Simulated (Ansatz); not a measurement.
Base system: CdS in the zinc blende structure (space group F-43m, No. 216; a = 5.8777 Å). Axes: x, y, z lie along the cube axes.

Level of theory: r2SCAN, PAW, 500 eV (Ansatz, a first-principles code; spin-orbit coupling left out).

Base values:

Gap character: direct at Γ
Pressure: 0.01 GPa

One thing is altered: the cell is stretched by 1.50 % along z with no lateral relaxation; the atoms relax in the strained cell.

**Question.** What does the calculation give for the gap character and pressure after the change?

**Answer.** The gap character stays direct at Γ; the pressure (mean of the normal stresses, compression positive) decreases by 0.88 GPa to -0.87 GPa.

Stability against distortions was not tested. k-point labels follow each cell's own Brillouin zone.
